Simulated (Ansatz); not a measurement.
Consider BaTiO3 (space group P4mm, No. 99; a = 3.9722 Å, c = 4.1130 Å).

It is then changed as follows: a hydrostatic pressure of 60 GPa.

Levels (all Ansatz, an electronic-structure program, PAW): r2SCAN (500 eV, without spin-orbit coupling); HSE06 (420 eV, spin-orbit coupling left out).

The geometry is relaxed with r2SCAN.

| Property | Value |
|---|---|
| r2SCAN lowest conduction level above the VBM at special points | Γ 2.44 eV; X 2.64 eV; M 4.95 eV |

### Question
What does HSE06 give at this geometry for the lowest conduction level above the VBM at special points?

### Answer
The lowest conduction level above the VBM at special points changes from Γ 2.44 eV; X 2.64 eV; M 4.95 eV to Γ 3.49 eV; X 3.73 eV; M 6.31 eV.

Single points use the geometry relaxed with r2SCAN. Their cutoffs differ, which shifts pressures a little. The levels and masses belong to the bands next to the band gap. Load acts through the strain it causes; cell and atoms are relaxed under it. Stability against distortions was not tested. Competing high-pressure phases were not computed. All final runs are without spin polarisation. Along this pressure series the structure jumps between pressure 9 GPa and pressure 18 GPa; cells beyond that are another form of it. k-point labels follow each cell's own Brillouin zone.
